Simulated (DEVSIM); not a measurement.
Device: Al/SiO2/n-Ge capacitor, at 300 K.

| layer (left to right) | material | thickness (nm) | Nd (cm⁻³) |
|---|---|---|---|
| 1 | SiO2 | 37.0 | - |
| 2 | Ge | 1200 | 2.5e17 |

Metal gate on the left, work function 4.1 eV. Fixed charge at the semiconductor interface -1e11 cm⁻² (in units of +e); interface traps 1e10 cm⁻² eV⁻¹, uniform in energy, neutral level at 0.5 of the gap above the valence band.

Constants are typed, rounded textbook-type inputs, not results; the design itself was drawn at random and stands for no fabricated device. Values at 300 K.

```tsv
parameter	SiO2	Ge
gap (eV)	9	0.664
affinity (eV)	0.9	4
permittivity	3.9	16
Nc (cm⁻³)	-	1.04e19
Nv (cm⁻³)	-	6e18
```

DEVSIM, 1D Poisson equation in equilibrium, Boltzmann statistics, complete ionisation; no quantum confinement or tunnelling. Metal contacts follow the ideal Schottky-Mott rule: no Fermi-level pinning, no interface dipoles.

Tabulate band edges, carrier densities and field at 2.4 V on the gate.

Energies count from the Fermi level of the right contact; mesh points crowd at the junctions.

```
x (μm)    Ec (eV)  Ev (eV)  n (cm⁻³)  p (cm⁻³)  field (V/cm)
--------  -------  -------  --------  --------  ------------
0.000       0.800   -8.200     < 1e2     < 1e2        630000
0.001417    0.889   -8.111     < 1e2     < 1e2        630000
0.004273    1.068   -7.932     < 1e2     < 1e2        630000
0.01057     1.463   -7.537     < 1e2     < 1e2        630000
0.02598     2.431   -6.569     < 1e2     < 1e2        630000
0.03252     2.841   -6.159     < 1e2     < 1e2        630000
0.03548     3.027   -5.973     < 1e2     < 1e2        630000
0.03726     0.026   -0.638    3.8e18     1.1e8        130000
0.03905     0.044   -0.620    1.9e18     2.3e8         81000
0.04282     0.066   -0.598    8.2e17     5.3e8         40000
0.05157     0.086   -0.578    3.8e17     1.2e9         12000
0.08229     0.096   -0.568    2.5e17     1.7e9           430
0.1405      0.096   -0.568    2.5e17     1.7e9           ≈ 0
0.2637      0.096   -0.568    2.5e17     1.7e9           ≈ 0
0.6950      0.096   -0.568    2.5e17     1.7e9           ≈ 0
0.9970      0.096   -0.568    2.5e17     1.7e9           ≈ 0
1.127       0.096   -0.568    2.5e17     1.7e9           ≈ 0
1.189       0.096   -0.568    2.5e17     1.7e9           ≈ 0
1.222       0.096   -0.568    2.5e17     1.7e9           ≈ 0
1.231       0.096   -0.568    2.5e17     1.7e9           ≈ 0
1.235       0.096   -0.568    2.5e17     1.7e9           ≈ 0
1.237       0.096   -0.568    2.5e17     1.7e9           ≈ 0
```
